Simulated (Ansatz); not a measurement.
Several settings converged on LuSi₂Os₂ (I4mm, 5 atoms in the cell)

```
Lu(SiOs)2
1.0
   -2.08429     2.08429     4.72882
    2.08429    -2.08429     4.72882
    2.08429     2.08429    -4.72882
Lu Si Os
1 2 2
Cartesian
  0.00000   0.00000   0.05000
  0.00000   0.00000   5.94082
  0.00000   0.00000   3.51683
  0.00000   2.08429   2.36441
  2.08429   0.00000   2.36441
```

Base method: PBEsol, default PAW files made with PBE (plane waves; Ansatz, a first-principles code).

Base settings: basis.ecutwfc = 30.9 Ry; kpoints.mp_grid.grid = 6 6 6; hamiltonian.xc = pbesol; hamiltonian.pseudopotentials = {kind: paw} (the program's default PAW files); scf.occupations.method = gaussian; scf.occupations.width = 0.0073 Ry.

The count of work is k-points × plane waves × bands × iterations; it is no time. Core times come from one kind of shared machine, to one figure; runs under 30 s give none.

**The cutoff for other potential files**

Level: DFT, PBEsol, plane waves, harder PAW files (source: ansatz) made with PBE.

In this ladder: hamiltonian.pseudopotentials = {kind: paw, source: ansatz}.

The second cell is the first with its lattice scaled by 0.98.

The mesh stays at the base's, so the ladder's end is converged at best in this setting alone.

The first pressure column holds Ansatz's estimate of the finite-basis (Pulay) stress, which hides part of the cutoff error; the other is without it.

Only quantities that move along the ladder and can be compared are tabulated.

```csv
basis.ecutwfc,free energy less the last step's (meV/atom),energy of the compressed cell less the first (meV/atom),pressure (GPa),pressure without the Pulay estimate (GPa),largest difference of a force vector from the last step's (eV/Å),count of work / last
22.4 Ry,13175.00,2.39,-7.41,-867.40,0.261,0.11
27.6 Ry,1391.16,6.54,-4.40,-110.41,0.003,0.15
34.9 Ry,54.11,13.80,-3.93,-9.81,0.001,0.21
42.6 Ry,1.06,14.00,-3.92,-4.03,0.000,0.28
50 Ry,0.54,13.99,-3.92,-3.93,0.000,0.35
59.9 Ry,0.36,13.99,-3.92,-3.92,0.000,0.46
75 Ry,0.16,13.99,-3.92,-3.93,0.000,0.65
100 Ry,0.00,13.99,-3.92,-3.92,0.000,1.0
```

Coarsest basis.ecutwfc that holds the pressure within 1 GPa of the last step, with all finer ones: 27.6 Ry, at 0.15 of the last step's count of work; the step before is off by 3.5 GPa.

Coarsest basis.ecutwfc that holds the energy of the compressed cell less the first within 0.5 meV/atom of the last step, with all finer ones: 34.9 Ry, at 0.21 of the last step's count of work; the step before is off by 7.4 meV/atom.

Coarsest basis.ecutwfc that holds the pressure without the Pulay estimate within 0.2 GPa of the last step, with all finer ones: 42.6 Ry, at 0.28 of the last step's count of work; the step before is off by 5.9 GPa.

The energy difference between the two cells stays within 1 meV/atom of the last step's from 34.9 Ry on, the total only from 50 Ry on: much of the error is common to both cells and cancels.

At the lowest cutoff the pressure without the Pulay estimate lies 863 GPa under the last step's, the usual sign of Pulay stress in an incomplete plane-wave basis.

**The relaxed cell against the cutoff**

On LuSi2Os2 (I4/mmm, 5 atoms in the cell): atoms on their sites.

In this ladder: relax = cell and atoms.

The mesh stays at the base's, so the ladder's end is converged at best in this setting alone.

Only quantities that move along the ladder and can be compared are tabulated.

```csv
basis.ecutwfc,relaxed volume (Å³/atom),relaxation steps,core time / last (rough)
15.4 Ry,16.367,48,1
18.4 Ry,16.059,25,0.8
21.7 Ry,16.068,13,0.6
26.1 Ry,16.084,7,0.4
30.9 Ry,16.080,6,0.5
37.1 Ry,16.079,6,0.5
46.3 Ry,16.079,6,0.7
61.7 Ry,16.079,6,1
```

Coarsest basis.ecutwfc that holds the relaxed volume within 0.08 Å³/atom of the last step, with all finer ones: 18.4 Ry; the step before is off by 0.29 Å³/atom.

At the lowest cutoff the cell relaxes to a volume 1.8 % larger than at the highest. Ansatz relaxes on a stress corrected for the finite basis.

On the base run: the starting cell comes from a database of computed structures (which also holds hypothetical and non-ambient phases and stackings), without a prior relaxation at this level. Its lattice was rescaled by up to half a per cent. One atom was moved a little off its site on purpose. Spin polarisation is off.

Keys are those of Ansatz 0.2.
